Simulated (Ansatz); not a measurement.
Cell and atoms of amorphous Si24O50Zr:

```xyz
75
Lattice="11.4662 -0.1485 -0.8247 -0.1485 9.9217 -0.1170 -0.8247 -0.1170 9.9660" Properties=species:S:1:pos:R:3 pbc="T T T"
Si     5.7180     1.6140     2.0733
Si     5.1704     7.4902     8.7176
Si     1.0890     1.5635     4.7226
Si     1.5064     4.2416     5.8089
Si     3.6174     8.4821     6.3594
Si    10.3802     0.4835     2.3456
Si     9.5985     8.1990     4.3985
Si     4.9287     2.4588     9.2556
Si     7.9165     2.1122     8.6143
Si     4.4509     3.2138     6.4668
Si     0.7945     8.9873     6.0410
Si     7.8819     6.9651     3.4194
Si     7.3214     4.1367     6.3357
Si     7.3237     4.0960     3.3220
Si     4.6217     5.2218    -0.1245
Si     3.8247     7.1672     1.9542
Si     0.9834     4.9246     8.7653
Si     1.5210     7.6723     0.0244
Si     8.0647     6.3781     8.0973
Si    11.1135     5.2839    -0.0795
Si     6.2897     8.7433     1.6217
Si     2.1896     6.8749     4.5784
Si     9.6663     3.3689     1.4993
Si     4.1725     1.0157     4.5933
O      9.5542     6.8335     3.4250
O      0.6387     0.6546     5.9994
O      6.5705     6.7056     8.6168
O      9.7606     1.9959     2.3677
O      5.7021     4.2559     6.6187
O      6.0304     8.6019     0.0296
O      3.1180     3.9765     5.9348
O      0.6747     3.1048     4.9926
O      4.5690     5.8215     1.3895
O      8.8639     0.8524     8.2527
O     10.7681     8.1932     5.5621
O      5.8471     4.1512    -0.2408
O      2.6723     1.5445     4.6244
O      4.0174     6.3468     8.8141
O     10.9392     4.3903     1.2842
O      9.6485     5.6132    -0.7219
O      9.9702     9.6003     0.8510
O      8.8498     7.7770     7.9342
O      2.8243     6.6744     3.1175
O      2.9207     7.8922     0.8128
O      7.9854     5.5915     6.6672
O      0.4188     6.8743     0.9913
O      5.0991     1.7960     0.5665
O      1.2698     5.6122     4.9809
O      6.8852     5.6769     3.5354
O      4.1255     9.4932     5.1877
O      4.5493     1.0494     3.0291
O      0.5169     0.9292     3.3410
O      9.2688     2.9369    -0.0026
O      6.3523     1.7490     8.9155
O      4.0550     2.4514     7.8731
O      0.8351     4.3198     7.2816
O      5.0436     2.1059     5.4252
O      0.0957     8.9989     9.5634
O      4.7975     8.4399     7.4574
O      2.1291     8.8741     7.0052
O      6.8178     0.3890     2.0457
O      7.5068     7.7710     2.0518
O      3.4164     7.0235     5.6552
O      4.9540     8.2367     2.4375
O      8.0118     3.0881     7.3409
O      7.6842     3.6140     4.8341
O      8.5563     4.2426     2.2868
O      6.2750     3.0360     2.6547
O      7.9647     8.0150     4.7391
O      0.9493     6.5662     8.7030
O     -0.2767     4.4235     9.6688
O      1.2608     8.2351     4.6404
O      2.3714     4.4087     9.4616
O      9.7200     9.5764     3.5267
Zr     9.6238     9.2442     8.9286
```

Method: PBE, scalar-relativistic without spin-orbit coupling (plane waves to 420 eV, PAW; Ansatz, a first-principles code).

It comes from a melt-quench run on a machine-learned potential (CHGNet), relaxed afterwards by DFT. O atoms were pushed apart under 1.9 Å during the dynamics, to hinder bonds among them. The hot cell started wider than the set density and was brought back towards it in steps. It is the lowest in DFT energy of 2 quenches. It is a model cell: composition and starting density were chosen by hand, and all elements were melted together. No dispersion term was used. Its density started from a set value of 2.31 and ended at 2.31 g/cm³. The simulated quench (nominally 320 K/ps over its main leg) is rapid and tends to freeze in more defects than a deposited or slowly cooled glass has. A cell of this size samples the disorder only roughly. The volume was held where the preparation left it and the shape relaxed, at a PBE pressure of 2.4 GPa. Stress components on the final sampling reach 2.4 GPa.

Cut-offs for bonds: Si-Si 2.60 Å, Si-O 1.90 Å, Si-Zr 2.93 Å, O-O 1.58 Å, O-Zr 2.65 Å, Zr-Zr 3.41 Å. Two cations that share two anions don't count as bonded, nor two that share one unless they lie closer than Si-Si 2.38 Å, Si-Zr 2.85 Å, Zr-Zr 3.32 Å.

Q: Give the coordination numbers, mean bond lengths and angles.

A: 
```yaml
Mean coordination of Si by anions: 4.00 (24 with 4)
Mean coordination of O: 2.00 (50 with 2)
Mean coordination of Zr by anions: 4.00 (1 with 4)
Mean Si-O bond: 1.632 Å (spread 0.018 Å, 96 counted)
Mean O-Zr bond: 1.958 Å (spread 0.020 Å, 4 counted)
Bond angle at Si: mean 109.5°, spread 4.8°
Bond angle at O: mean 134.2°, spread 15.3°
Bond angle at Zr: mean 109.7°, spread 9.6°
```

Q: List the pairs of like atoms that count as bonded by the rules above.

A: There are none by these rules.
